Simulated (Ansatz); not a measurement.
Consider this model of amorphous hafnium silicate (Hf10Si10O40).

```xyz
60
Lattice="9.4197 0.0000 0.0000 0.0000 9.4197 0.0000 0.0000 0.0000 9.4197" Properties=species:S:1:pos:R:3 pbc="T T T"
Hf     1.5136     7.7873     3.5891
Hf     6.9406     1.5702     8.6721
Hf     8.1715     4.8421     0.7477
Hf     6.5436     5.5037     6.5315
Hf     0.1660     3.8389     7.2180
Hf     7.9833     8.6320     1.2997
Hf     5.2818     7.7802     3.7268
Hf     3.3328     4.1733     5.4309
Hf     3.3127     7.5206     6.8543
Hf     0.4656     0.1945     7.4082
Si     1.3505     3.8179     2.6477
Si     3.1659     0.6203     5.2842
Si     1.2696     1.0051     1.3180
Si     6.6130     2.3603     2.4793
Si     4.4397     0.8793     1.4395
Si     0.2828     6.4476     8.4051
Si     5.4662     6.6813     9.3642
Si     6.7798     2.7913     5.5124
Si     3.4828     5.6870     1.9751
Si     8.0815     7.9337     4.6706
O      6.6000     1.7201     6.7099
O      8.0840     3.2941     8.7857
O      7.1022     2.2155     4.0353
O      0.6347     4.9316     8.9696
O      2.7477     4.2366     1.8735
O      4.5098     5.9541     3.2653
O      2.4522     0.0933     6.7082
O      1.4492     7.4895     7.9516
O      5.5472     3.8922     5.5653
O      6.4581     7.2188     1.1599
O      6.4521     5.5976     8.5626
O      8.8355     8.7685     5.8121
O      2.8622     0.8398     1.2554
O      4.7659     7.7140     8.3253
O      8.8574     6.9474     0.3139
O      2.3748     6.8728     2.0981
O      5.1616     1.1188     9.4078
O      1.7614     4.0583     4.1995
O      3.6009     2.1541     5.3608
O      2.3540     6.9302     5.1668
O      0.4611     9.1045     1.9766
O      7.3765     1.2388     1.4924
O      6.8485     3.8279     1.8393
O      0.9275     2.2918     2.2401
O      2.1058     4.2091     6.9001
O      4.3941     8.8249     5.2934
O      0.8305     1.0706     9.1866
O      5.0013     2.0511     2.4485
O      7.9041     3.9635     5.9253
O      9.1089     7.0366     3.8036
O      0.0481     4.6822     2.1978
O      4.7327     8.9005     2.2587
O      6.7718     7.0367     5.2156
O      4.4825     5.8976     6.3531
O      2.2040     0.2017     4.0547
O      8.7356     5.9757     7.1377
O      7.9696     9.2905     8.7108
O      7.1980     8.6499     3.4269
O      0.1594     1.9393     6.6936
O      4.2948     5.7684     0.5834
```

Level of theory: PBE (plane waves to 420 eV, PAW; Ansatz, a program for electronic structure).

It comes from a melt-quench run on a machine-learned potential (CHGNet), relaxed afterwards by DFT. O atoms were pushed apart under 1.9 Å during the dynamics, to hinder bonds among them. It is a model cell: composition and starting density were chosen by hand, and all elements were melted together. No dispersion term was used. Its density started from a set value of 5.59 and ended at 5.38 g/cm³. The simulated quench (nominally 630 K/ps over its main leg) is rapid and tends to freeze in more defects than a deposited or slowly cooled glass has. A cell of this size samples the disorder only roughly. The volume was free in the relaxation, at fixed shape. Stress components on the final sampling reach 1.2 GPa.

Cut-offs for bonds: Hf-Hf 3.34 Å, Hf-Si 2.89 Å, Hf-O 2.60 Å, Si-Si 2.60 Å, Si-O 1.92 Å, O-O 1.58 Å. Two cations that share two anions don't count as bonded, nor two that share one unless they lie closer than Hf-Hf 3.25 Å, Hf-Si 2.81 Å, Si-Si 2.38 Å.

Task: Give the coordination numbers, mean bond lengths and angles.

Result: 
```yaml
Mean coordination of Hf by anions: 5.60 (4 with 5, 6 with 6)
Mean coordination of Si by anions: 4.00 (10 with 4)
Mean coordination of O: 2.40 (24 with 2, 16 with 3)
Mean Hf-O bond: 2.115 Å (spread 0.132 Å, 56 counted)
Mean Si-O bond: 1.641 Å (spread 0.029 Å, 40 counted)
Bond angle at Hf: mean 104.0°, spread 27.8°
Bond angle at Si: mean 109.3°, spread 6.9°
Bond angle at O: mean 123.8°, spread 18.8°
```

Task: List the pairs of like atoms that count as bonded by the rules above.

Result: There are none by these rules.
